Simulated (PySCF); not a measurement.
Rock-salt NaH, treated with MP2 (GTH pseudopotentials, Gaussian basis, DZ basis; PySCF).

The same calculation (at the measured cell, 14.455 Å³/atom) with different numerical settings:

| run | k mesh | correlation energy (eV/atom) | total energy (eV/atom) |
|---|---|---|---|
| 1 | 2×2×2 | -0.4783 | -658.3833 |
| 2 | 3×3×3 | -0.5119 | -658.3858 |
| 3 | 4×4×4 | -0.5168 | -658.3442 |

In the column total energy (eV/atom) the first row differs from the last by -0.0391 and the next to last by -0.0416.

The last row is no converged limit: other settings stay fixed.
